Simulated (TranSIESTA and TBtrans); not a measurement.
# Au chain with one bond stretched by 2.0 Å

System: Au chain with one bond stretched by 2.0 Å. Leads: straight Au chain, spacing 2.703 Å. Geometry: as built, not relaxed.

Computed with TranSIESTA and TBtrans, PBE, DZP numerical orbitals (energy shift 0.15 eV), PseudoDojo norm-conserving scalar-relativistic potentials, mesh cutoff 200 Ry, 300 K, no spin polarisation, no spin-orbit coupling; self-consistent non-equilibrium Green functions.

Conductance at 300 K (G0 = 2e²/h): 0.12
Thermopower (μV/K): 17
Mean T from −0.5 to 0.5 eV: 0.12

Energies count from the leads' Fermi level. Transmissions are for one spin of a degenerate pair. The energy step is 0.01 eV; narrower resonances are cut or missed.

| E (eV) | T | lead channels |
|---|---|---|
| -2.00 | 0.0051 | 3 |
| -1.80 | 0.0057 | 3 |
| -1.60 | 0.0058 | 3 |
| -1.40 | 0.0052 | 3 |
| -1.20 | 0.0040 | 3 |
| -1.00 | 0.0023 | 3 |
| -0.80 | 0.0012 | band edge |
| -0.60 | 0.022 | band edge |
| -0.40 | 0.11 | 4 |
| -0.20 | 0.19 | 4 |
| 0.00 | 0.11 | 1 |
| 0.20 | 0.091 | 1 |
| 0.40 | 0.083 | 1 |
| 0.60 | 0.079 | 1 |
| 0.80 | 0.078 | 1 |
| 1.00 | 0.079 | 1 |
| 1.20 | 0.081 | 1 |
| 1.40 | 0.084 | 1 |
| 1.60 | 0.088 | 1 |
| 1.80 | 0.093 | 1 |
| 2.00 | 0.099 | 1 |

The leads' channel count changes near -0.04 eV, within the thermal window, so values at the Fermi level hang on where that band edge falls. The straight chain is held at its spacing; free chains may zigzag or dimerise. No spin-polarised start was tried, so a magnetic state, if there is one, is missed. Spin-orbit coupling, left out here, matters for the heavy atoms.
